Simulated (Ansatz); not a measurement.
Consider BaTiO3 in the cubic perovskite structure (space group Pm-3m, No. 221; a = 3.9699 Å).

Computed with PBEsol (Ansatz, a program for electronic structure, PAW, spin-orbit coupling left out).

Base values:

- Lattice parameter a = 3.970 Å
- Width of the top valence band = 0.98 eV

It is then changed as follows: cell and atoms relaxed at a pressure of 0.7 GPa.

### Question
Predict the new lattice parameter a.

### Answer
The lattice parameter a falls by 0.005 Å (3.970 Å → 3.965 Å).

### Question
Estimate the effect on the width of the top valence band.

### Answer
The width of the top valence band is still 0.98 eV.

The levels and masses belong to the bands next to the band gap. Load acts through the strain it causes; cell and atoms are relaxed under it. Stability against distortions was not tested. The final runs are not spin-polarised. Many cubic perovskites are stable only at high temperature; tilts and polar distortions were not tested. This is not the structure that BaTiO3 has at room temperature and ambient pressure.
